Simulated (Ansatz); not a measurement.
HfO2: isotropic strain +1.50 %

Base system: HfO₂ in the fluorite structure (space group Fm-3m, No. 225; a = 5.0976 Å).

Modification: every lattice vector is stretched by 1.50 %; the atoms relax in the strained cell.

The values are results of PBE, PAW, 420 eV (Ansatz, an electronic-structure program; no spin-orbit coupling), not measurements. k-mesh 11×11×11 (Γ-centred); smearing 0.05 eV (Fermi–Dirac).

The volume per atom rises by 0.50 Å³ (11.04 Å³ → 11.54 Å³) and the space group is still Fm-3m (No. 225). The energy goes up by 16 meV/atom and the pressure goes from zero to -9.99 GPa. The band gap decreases by 0.11 eV, from 3.75 eV to 3.64 eV and the gap character remains direct at X. The mean gap deformation potential ΔEg/Δln V is -2.5 eV and the electron mass becomes 1.3 mₑ along k, 0.76 mₑ across (at X) (base: 1.2 mₑ along k, 0.74 mₑ across (at X)).

With Hf present, leaving out spin-orbit coupling can change the band edges. Effective masses come from finite differences of ±0.01 Å⁻¹. Along k means along the line from Γ to the band edge. Stability against distortions was not tested. This is not the structure that HfO2 has at room temperature and ambient pressure.
